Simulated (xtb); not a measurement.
xtb 6.7.1, GFN2-xTB: c1coc(-c2ccc3c(c2)oc2cc(-c4ccc5c(c4)oc4ccccc45)ccc23)c1, 47 atoms. The geometry is a generated start, not checked to be a minimum at this level.

* **method**: GFN2-xTB
* **--acc**: 1 (default)
* **--etemp (K)**: 300 (default)
* **detailed input (--input)**: none: ANC optimiser, Lindh (1995) Hessian, microcycle=20, maxdispl=1.0, hlow=0.01 (default)
* **basis functions**: 140
* **valence electrons**: 146

The structure is relaxed from this start with --opt LEVEL for the levels crude, sloppy, loose, lax, normal, tight, vtight, extreme, once each. Up to the end of the extreme run atoms move by at most 0.42 Å along an axis.

### Question
Which level is enough to come within 1 meV of the tightest end point?

### Answer
normal: 22 cycles against 44, ending 0.54 meV above.

```csv
level,cycles,energy above the extreme run (meV),gradient norm (eV/Å)
crude,4,23,0.39
sloppy,6,15,0.15
loose,12,4.4,0.10
lax,15,2.1,0.053
normal,22,0.54,0.013
tight,32,0.024,0.0087
vtight,34,0.014,0.0024
extreme,44,—,0.0018
```
